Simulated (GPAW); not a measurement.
Band structure of AuBr (I4_1/amd, 8 atoms in the cell).

```xyz
8
Lattice="-3.5847 3.5847 4.5839 3.5847 -3.5847 4.5839 3.5847 3.5847 -4.5839" Properties=species:S:1:pos:R:3 pbc="T T T"
Au     1.7923     3.5847     3.4380
Au     0.0000     1.7923     1.1460
Au    -1.7923     3.5847     3.4380
Au     0.0000     5.3770     1.1460
Br     3.5847     0.0000     4.1011
Br     0.0000     0.0000     6.3930
Br     0.0000     0.0000     2.7748
Br     3.5847     0.0000     0.4829
```

Method: PBEsol, GPAW PAW datasets PBEsol (made by gpaw-setup) (plane waves; GPAW).

Settings: mode = pw; ecut = 600 eV; xc = PBEsol; kpts = 3 3 3; mesh shift (steps) = 0 0 0; occupations.name = fermi-dirac; occupations.width = 0 eV; nbands = -4; convergence.forces = 0.001 eV/Å; convergence.bands = -2; symmetry.symmorphic = false; symmetry.tolerance = 0.0005; maxiter = 150; bandpath_npoints = 40.

The starting cell comes from a database of computed structures (which also holds hypothetical and non-ambient phases and stackings), without a prior relaxation at this level. Spin-orbit coupling is off.

Question: Predict the gap along the standard path and the places of the band edges.

Answer: The gap along the path is 1.93 eV, direct at Γ to within 0.01 eV.

Levels in eV from the top of the valence band on the SCF mesh, bands 33 to 40:
```csv
point,33,34,35,36,37,38,39,40
Γ,-1.06,-0.53,-0.53,0.00,1.93,1.95,3.21,3.86
X,-1.20,-1.20,-0.42,-0.42,2.82,2.82,2.89,2.89
Y,-0.84,-0.84,-0.40,-0.40,2.55,2.55,3.41,3.41
S,-1.02,-0.88,-0.31,-0.30,2.47,2.50,3.42,3.66
Z,-1.07,-1.07,-0.20,-0.20,2.40,2.40,3.68,3.68
S1,-1.02,-0.88,-0.31,-0.30,2.47,2.50,3.42,3.66
N,-0.97,-0.72,-0.65,-0.31,2.63,3.16,3.56,3.65
P,-1.17,-1.17,-0.58,-0.58,2.67,2.67,3.26,3.26
Y1,-0.84,-0.84,-0.40,-0.40,2.55,2.55,3.41,3.41
```
